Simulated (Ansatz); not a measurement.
We consider MnBr2 (R-3m, No. 166, 3 atoms in the cell; start mp-569843; a measured phase of this formula has another space group), described by r²SCAN+rVV10 (Ansatz, a first-principles code, plane waves, PAW).

Numerical settings: plane-wave cutoff 500 eV, 12×12×12 k mesh, Fermi–Dirac smearing 0.05 eV, spin-polarised start, scalar-relativistic PAW data made under PBE.

Cell (relaxed at this level):

```
CELL_PARAMETERS angstrom
      1.91960     1.10828     6.26166
     -1.91960     1.10828     6.26166
      0.00000    -2.21656     6.26166
ATOMIC_POSITIONS crystal
  Mn 0.00000 0.00000 0.00000
  Br 0.74717 0.74717 0.74717
  Br 0.25283 0.25283 0.25283
```

**Question.** Estimate the band gap that the calculation returns.

**Answer.** 
band gap: 2.46 eV (on the SCF k mesh)

Note: the magnetic order was assumed, not searched for or taken from measurement; the relaxation could not lower the start's symmetry, so the cell can be a saddle point above a distorted one.

Spin–orbit coupling is not included.

Static lattice: no zero-point or thermal effects.

A start named mp-… is a Materials Project structure, which need not be a measured phase.
